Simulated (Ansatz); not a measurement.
## O on the 1x1 (111) surface of ceria (cut with top plane O), one in a 2x2 cell, started at the site 'over O at depth 1.6 Å'

Host crystal: ceria, with a band gap (PBE, scalar-relativistic without spin-orbit coupling).

Method: r2SCAN, at the PBE geometry and the start's symmetry (plane waves to 500 eV, PAW; Ansatz, a first-principles code).

Model: 37-atom slab, 7.8 Å thick at the start under the adsorbate (thin: gaps and levels are the slab's own), 3x3x1 mesh, Fermi-Dirac 0.01 eV, dipole correction, single point; on the structure that PBE left under its start's symmetry; spin-polarised, ending with about 2.0 μB a cell; orders that need a larger cell were not tried, no spin-orbit, no U, no dispersion correction. The program's check for a lower electronic state was not made. It is one chosen start, not shown to be the lowest state of the adsorbate.

```yaml
adsorption energy against ½ O2(g) at the same level: 2.41 eV
gap_of_the_slab_on_its_k_mesh: 1.04 eV
highest_filled_level_below_the_top_vacuum_level: 6.80 eV
change_of_the_step_from_the_bottom_to_the_top_vacuum_level_against_the_clean_slab: 0.49 eV
height of the binding atom over the mean of the host atoms within 0.3 Å of the top one: 0.978 Å
magnetic_moment_of_the_cell: 2.00 μB
nearest_host_atoms_of_the_binding_atom: O at 2.46 Å, O at 2.46 Å, O at 2.46 Å
```

A negative adsorption energy means that the adsorbate is more stable on the surface than in its reference.
